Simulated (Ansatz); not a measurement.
F on the 1x1 (111) surface of fcc Pd, one in a 2x2 cell, started at the site 'bridge Pd-Pd (span 2.8 Å)'

Computed with PBE (plane waves to 420 eV, PAW; Ansatz, a first-principles code).

Slab: 17 atoms, 6.8 Å thick at the start under the adsorbate (thin: gaps and levels are the slab's own); k 6x6x1, smearing 0.1 eV, dipole-corrected; 8 atoms held, the rest relaxed; held to the start's symmetry, so lower structures may exist; no spin, no spin-orbit, no U, no dispersion correction. At the end it is bonded to 3 Pd. In PBE it is, or lies within 0.03 eV of, the lowest of the starts that converged.

| Quantity | Value |
|---|---|
| adsorption energy against ½ F2(g) | -2.08 eV |
| work function of the top face | 6.14 eV |
| change of the work function | 0.90 eV |
| change of the step from the bottom to the top vacuum level, against the clean slab | 0.92 eV |
| energy released by relaxation | 0.33 eV |
| height of the binding atom over the mean of the host atoms within 0.3 Å of the top one | 1.554 Å |
| nearest host atoms of the binding atom | Pd at 2.25 Å, Pd at 2.25 Å, Pd at 2.25 Å |
| largest move of a host atom | 0.07 Å |
| note | the adsorbate left its starting site by 0.8 Å |
| cost | about 27 core-minutes (a rough figure) |

A negative adsorption energy means that the adsorbate is more stable on the surface than in its reference.
